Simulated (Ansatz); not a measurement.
Take ZnGeP$_{2}$ in the chalcopyrite structure (space group I-42d, No. 122; a = 5.424 Å, c = 10.710 Å) as the base. Axes: x, y, z lie along a, b, c of the conventional cell.

Level of theory: Ansatz (a first-principles code) PBEsol, no spin-orbit coupling.

For the base:

```
Quantity                                       Value
-----------------------------  ---------------------
Valence-band top at Γ          0.00, -0.07, -0.07 eV
Band gap                                     1.07 eV
Shortest interatomic distance                2.334 Å
```

Perturbation: uniaxial strain ε_xx = +3.00 %, all other strain components held at zero; the atoms relax in the strained cell.

Question: Estimate the effect on the valence-band top at Γ, stress, band gap and shortest interatomic distance.

Answer: The valence-band top at Γ (three highest levels, from the VBM) becomes 0.00, -0.06, -0.25 eV (base: 0.00, -0.07, -0.07 eV); the stress (xx, yy, zz, yz, xz, xy; compression positive) comes out as (-3.76, -1.57, -1.61, 0.00, 0.00, 0.00) GPa; the band gap falls by 0.06 eV, from 1.07 eV to 1.01 eV; the shortest interatomic distance grows by 0.0176 Å (2.334 Å → 2.351 Å).

Stability against distortions was not tested.
